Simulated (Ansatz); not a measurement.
Ansatz (an electronic-structure program) run on Nb (Im-3m, 1 atom in the cell): self-consistent single point.

Computed with PBE, PAW files (plane waves; Ansatz).

```xyz
1
Lattice="-1.6583 1.6583 1.6583 1.6583 -1.6583 1.6583 1.6583 1.6583 -1.6583" Properties=species:S:1:pos:R:3 pbc="T T T"
Nb     0.0000     0.0000     0.0000
```

Reference input (self-consistent single point, DFT, PBE, plane waves, PAW files): basis.ecutwfc = 420 eV; kpoints.mp_grid.grid = 14 14 14; hamiltonian.xc = pbe; hamiltonian.pseudopotentials = {kind: paw} (the program's default PAW files); scf.occupations.method = fermi_dirac; scf.occupations.width = 0.1 eV. This run's input differs from it in these lines:

Ansatz 0.2 input:
```diff
@@ -11,3 +11,3 @@
 kpoints:
-  mp_grid: { grid: [14, 14, 14] }
+  mp_grid: { grid: [13, 13, 13] }
 hamiltonian:
```

The program printed (abridged):

```
SCF iter   1: F=—  HF=-4552.796397 eV  |F-HF|=—  |Δ(HF+E_count)|=         —  Δρ=7.75e-2  dr2=1.24e0  ethr=3.10e-3  ⟨swp⟩=5.0  Hψ=5028  notcnv=0
all-band conjugate gradients solve this SCF's bands
preconditioner: auto → none
SCF iter   2: F=—  HF=-4552.347578 eV  |F-HF|=—  |Δ(HF+E_count)|=   4.49e-1  Δρ=2.50e-2  dr2=5.03e-2  ethr=3.10e-3  ⟨swp⟩=2.3  Hψ=2420  notcnv=0  defer=4
SCF iter   3: F=—  HF=-4552.342642 eV  |F-HF|=—  |Δ(HF+E_count)|=   4.94e-3  Δρ=9.68e-3  dr2=6.38e-3  ethr=3.87e-4  ⟨swp⟩=1.4  Hψ=972  notcnv=0  defer=4
SCF iter   4: F=—  HF=-4552.342700 eV  |F-HF|=—  |Δ(HF+E_count)|=   5.84e-5  Δρ=4.54e-4  dr2=1.14e-5  ethr=4.91e-5  ⟨swp⟩=1.2  Hψ=990  notcnv=0  defer=4
SCF iter   5: F=—  HF=-4552.342729 eV  |F-HF|=—  |Δ(HF+E_count)|=   2.82e-5  Δρ=7.24e-5  dr2=1.84e-7  ethr=8.80e-8  ⟨swp⟩=2.0  Hψ=1408  notcnv=0  defer=4
SCF iter   6: F=-4552.342729 eV  HF=-4552.342729 eV  |F-HF|=2.71e-9  |Δ(HF+E_count)|=   4.89e-9  Δρ=9.67e-6  dr2=5.79e-9  ethr=7.69e-10  ⟨swp⟩=5.1  Hψ=4175  notcnv=0
SCF 1 converged in 6 iterations: F = -4552.342729 eV  dr2 = 5.79e-9
Free energy (F): -4552.342729 eV
Internal energy: -4552.296331 eV  (E = F + TS)
E sigma→0 (E₀):  -4552.319530 eV
Entropy (-TS):   -0.046398 eV (-46.398 meV/atom)
Fermi energy:    17.563996 eV
--- Forces (eV/Å), atoms counted from 1 ---
  atom   1  Nb     0.00000000    -0.00000000     0.00000000
--- Stress (GPa, compression-positive) ---
       -1.081257       0.000000       0.000000
        0.000000      -1.081257       0.000000
       -0.000000      -0.000000      -1.081257
  P = ⅓ Tr σ = -1.0813 GPa (-10.813 kbar)
  The stress holds the Pulay correction. Without it, at fixed plane waves, as pw.x and ABINIT print it: P = -1.1023 GPa
```

The run converged in 6 iterations. Against the reference run the free energy goes down by 5.0 meV/atom and the pressure goes from -0.54 to -1.08 GPa.

The starting cell has typed, rounded lattice constants, without a prior relaxation at this level. Its lattice was rescaled by up to half a per cent. Spin polarisation is off. Ansatz's pressure includes its estimate of the finite-basis (Pulay) stress.
